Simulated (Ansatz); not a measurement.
SrPdAs (P6_3/mmc), PBEsol, DFPT electron-phonon coupling, linearised Boltzmann equation run with Ansatz (a quantum-chemistry and plane-wave program). Phonon-limited resistivity 25.9 μΩ·cm at 300 K along y (a = (4.25, 0.00, 0.00) Å; b = (-2.13, 3.68, 0.00) Å; c = (0.00, 0.00, 8.82) Å), 33.4 μΩ·cm at 400 K, current-weighted mean free path 5.2 nm, Drude plasma energy 5.57 eV.

Estimate the resistivity of a 80 nm square wire with diffuse walls from ρ ≈ ρ₀(1 + 3ℓ/4d).

1 + 0.75 × 5.2/80 = 1.05, so ρ ≈ 27.2 μΩ·cm and a line 1 μm long has 42.4 Ω. The formula is the free-electron limit for d well above ℓ; grain boundaries add to it.

What is the classical skin depth at 100 GHz (nonmagnetic, μ₀ = 1.257×10⁻⁶ H/m)?

δ = √(ρ/(π f μ₀)) = 810 nm.

What Drude relaxation time do resistivity and plasma energy imply?

ω_p = 8.46e15 s⁻¹, so τ = 1/(ε₀ ω_p² ρ) = 6.09 fs, a damping ħ/τ of 108 meV.

A metal at this level (no band gap). Only scattering by harmonic phonons is included (no impurities, grain boundaries, electron-electron scattering or thermal expansion). Spin-orbit coupling is left out. Values near or above 100 μΩ·cm, or paths under about 2 nm, lie near resistivity saturation, where the Boltzmann equation overshoots. Halving the electron mesh (24x24x12) moves the resistivity by up to 1 % at 300 K, the mean free path by up to 5 %. Smearing 0.20 eV; phonons on a 4x4x2 q mesh, which this run doesn't test.

Computed structure with no diffraction record at hand here (it may be known, metastable or hypothetical): SrPdAs (P6_3/mmc).
